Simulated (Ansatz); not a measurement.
The reference is WS2 in the 2H-MoS2 type structure (space group P6_3/mmc, No. 194; a = 3.115 Å, c = 11.773 Å; layered, stacked along the Cartesian z axis). Axes: x lies along a and z along c of the hexagonal cell.

It is then changed as follows: the cell is stretched by 4.71 % along y with no lateral relaxation, atoms relaxed at fixed cell.

Levels (all Ansatz, an electronic-structure program, PAW): PBEsol-D3(BJ) (420 eV, spin-orbit coupling left out); r2SCAN (500 eV, spin-orbit coupling left out); HSE06 (420 eV, without spin-orbit coupling).

One geometry, relaxed with PBEsol-D3(BJ), under each level:

```json
[
 {"level": "PBEsol-D3(BJ)", "band gap": "0.68 eV", "lowest conduction level above the VBM at special points": "Σ₀ 0.84 eV; C₀ 0.84 eV; E₀ 0.85 eV; A₀ 0.85 eV"},
 {"level": "r2SCAN", "band gap": "0.82 eV", "lowest conduction level above the VBM at special points": "Σ₀ 0.93 eV; C₀ 0.93 eV; E₀ 0.93 eV; A₀ 0.93 eV"},
 {"level": "HSE06", "band gap": "1.22 eV", "lowest conduction level above the VBM at special points": "Σ₀ 1.28 eV; C₀ 1.28 eV; E₀ 1.28 eV; Γ 2.33 eV"}
]
```

Single points use the geometry relaxed with PBEsol-D3(BJ). HSE06 gaps are upper bounds (no full band path). With W present, leaving out spin-orbit coupling can change the band edges. The cells carry an imposed strain or load. No phonon test of stability was made. Labels are those of the standard path for the cell's own space group.
